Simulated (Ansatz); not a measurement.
A calculation on TaAs (I4₁md, No. 109; start mp-1936) returned lattice constant a 3.463 Å, lattice parameter c 11.736 Å, equilibrium volume per atom 17.59 Å³/atom.

Question: Which level of theory produced these numbers?
A. PBEsol (Ansatz, a quantum-chemistry and plane-wave program)
B. PBE (Ansatz)
C. PBE-D4 (Ansatz)
D. LDA (Ansatz)

Answer: B, PBE (Ansatz)

The others give: PBE-D4 3.442 Å, 11.626 Å, 17.22 Å³/atom; PBEsol 3.429 Å, 11.583 Å, 17.02 Å³/atom; LDA 3.405 Å, 11.510 Å, 16.68 Å³/atom.

Unless a cell is named, each level is at its own relaxed cell (LDA 16.68, PBE 17.59, PBE-D4 17.22, PBEsol 17.02 Å³/atom).

Caveats: the relaxation could not lower the start's symmetry, so the cell can be a saddle point above a distorted one (PBE-D4, PBEsol, LDA, PBE). Ansatz's density-functional and Hartree–Fock values are scalar-relativistic unless marked +SOC, with PAW data made under PBE.

A start named mp-… is a Materials Project structure, which can be a computed phase never made.
